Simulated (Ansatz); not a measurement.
The reference is Si in the diamond structure (space group Fd-3m, No. 227; a = 5.434 Å). Axes: x, y, z lie along the cube axes.

The values are results of PBEsol, PAW, 420 eV (Ansatz, a first-principles code; without spin-orbit coupling), not measurements.

Base values:

```
Item                                 Value
---------------------  -------------------
Volume per atom                   20.05 Å³
Valence-band top at Γ  0.00, 0.00, 0.00 eV
Pressure                         -0.01 GPa
```

One thing is altered: biaxial strain −3.00 %, plane normal [001], relaxed out of plane (Cartesian); in-plane vectors clamped, the third vector and the atoms free.

Problem. What does the calculation give for the volume per atom after the change?

Solution. The volume per atom falls by 0.738 Å³ (20.05 Å³ → 19.32 Å³).

Problem. Predict the new valence-band top at Γ.

Solution. The valence-band top at Γ (three highest levels, from the VBM) becomes 0.00, 0.00, -0.41 eV (base: 0.00, 0.00, 0.00 eV).

Problem. How does this affect the pressure?

Solution. The pressure (mean of the normal stresses, compression positive) rises by 3.69 GPa, from -0.01 GPa to 3.68 GPa.

The levels and masses belong to the bands next to the band gap. Stability against distortions was not tested.
